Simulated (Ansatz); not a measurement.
The parent structure is GaS in the beta-GaS type structure (space group P6_3/mmc, No. 194; a = 3.5906 Å, c = 15.4487 Å; layered, stacked along the Cartesian z axis). Axes: x lies along a and z along c of the hexagonal cell.

Level of theory: PBE-D3(BJ) (Ansatz, a first-principles code), spin-orbit coupling left out.

For the base:

| Property | Value |
|---|---|
| Valence-band top at Γ | 0.00, -1.42, -1.42 eV |
| Gap character | indirect, Γ → M |
| Smallest direct gap | 1.65 eV |

Now apply this change: biaxial strain −1.46 %, plane normal [001], relaxed out of plane (Cartesian); in-plane vectors clamped, the third vector and the atoms free.

**Question.** What happens to the valence-band top at Γ?

**Answer.** The valence-band top at Γ (three highest levels, from the VBM) becomes 0.00, -1.19, -1.19 eV (base: 0.00, -1.42, -1.42 eV).

**Question.** What happens to the gap character?

**Answer.** The gap character remains indirect, Γ → M.

**Question.** What does the calculation give for the smallest direct gap after the change?

**Answer.** The smallest direct gap grows by 0.35 eV (1.65 eV → 2.00 eV).

Stability against distortions was not tested.
